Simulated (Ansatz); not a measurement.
Take LiCl in the rock salt structure (space group Fm-3m, No. 225; a = 5.150 Å) as the base.

Level of theory: plane-wave PAW DFT at the PBE level (Ansatz, a first-principles code, 420 eV), no spin-orbit coupling.

Strains are applied to the cell and any free atomic positions relax.

One change was made to it. Results:

```tsv
quantity	base	after
energy relative to the base (free energy F)	0 meV/atom	+3.6 meV/atom
mean gap deformation potential ΔEg/Δln V	–	-5.8 eV
```

What was done to the base?
(A) isotropic strain −1.50 %
(B) isotropic strain −2.00 %
(C) isotropic strain −0.50 %
(D) isotropic strain −3.00 %

A, isotropic strain −1.50 %. For comparison, the energy relative to the base in the other runs: isotropic strain −3.00 % gives +15 meV/atom; isotropic strain −2.00 % gives +6.5 meV/atom; isotropic strain −0.50 % gives +0.4 meV/atom.

No phonon test of stability was made.
